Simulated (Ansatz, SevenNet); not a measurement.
For wurtzite BN (high-pressure phase), the machine-learned potential SevenNet-l3i5 (trained on PBE and PBE+U data) gives:

```
Quantity                          Value
------------------------------  -------
equilibrium lattice constant a  2.554 Å
c axis length                   4.223 Å
elastic constant C11            801 GPa
elastic constant C44            243 GPa
Voigt–Reuss–Hill shear modulus  278 GPa
```

Q: What does PBE0 in Ansatz (plane waves, PAW) give for the same quantities?

A: 
- lattice constant a: 2.535 Å (decreases by 0.7 %)
- lattice parameter c: 4.191 Å (decreases by 0.8 %)
- elastic constant C11: 1000 GPa (grows by 25 %)
- elastic constant C44: 357 GPa (grows by 47 %)
- Voigt–Reuss–Hill shear modulus: 414 GPa (increases by 49 %)

For comparison: lattice constant a 2.55 Å (measured, temperature not stated, no zero-point or thermal correction; as tabulated in Doll et al. (2008), arXiv:0810.5476); lattice parameter c 4.2 Å (measured, temperature not stated, no zero-point or thermal correction; as tabulated in Doll et al. (2008), arXiv:0810.5476).

Changes are worked out from the printed values.

Unless a cell is named, each level is at its own relaxed cell (SevenNet-l3i5 5.96, PBE0 5.83 Å³/atom).

Ansatz's density-functional and Hartree–Fock values are scalar-relativistic unless marked +SOC, with PAW data made under PBE.

Ansatz is a first-principles code.
